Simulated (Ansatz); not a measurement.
The starting structures come from a database of crystals and need not be the phases stable at ambient conditions.

 Where the default PAW files enter, the runs use the earlier of Ansatz's two default sets.

Tunnelling through a barrier is set by its complex band structure: the current falls as exp(−2κd) with the smallest κ.

```
CELL_PARAMETERS angstrom
      4.56088     0.00000     0.00000
      0.00000     6.45106     0.00000
      0.00000     3.22553     3.22452
ATOMIC_POSITIONS crystal
  K  0.50000 0.00000 0.00000
  Hg 0.00000 0.50000 0.00000
  F  0.00000 0.00000 0.50000
  F  0.00000 0.50000 0.50000
  F  0.50000 0.50000 0.00000
```

Space group of this cell: Cmmm, cubic perovskite. The cell was relaxed by PBE-D3(BJ); by r2SCAN its mean pressure is -1.6 GPa.

Transport runs along the normal of the first two printed cell vectors.

No gap correction and no spin-orbit coupling; mid-gap values are interpolated between computed energies.

Estimate the band gap and the smallest decay constant κ at mid-gap that r2SCAN run with Ansatz (a program for electronic structure) returns for this system.

Gap 1.09 eV on a 8×10×10 mesh; κ = 0.221 1/Å, at the zone centre.
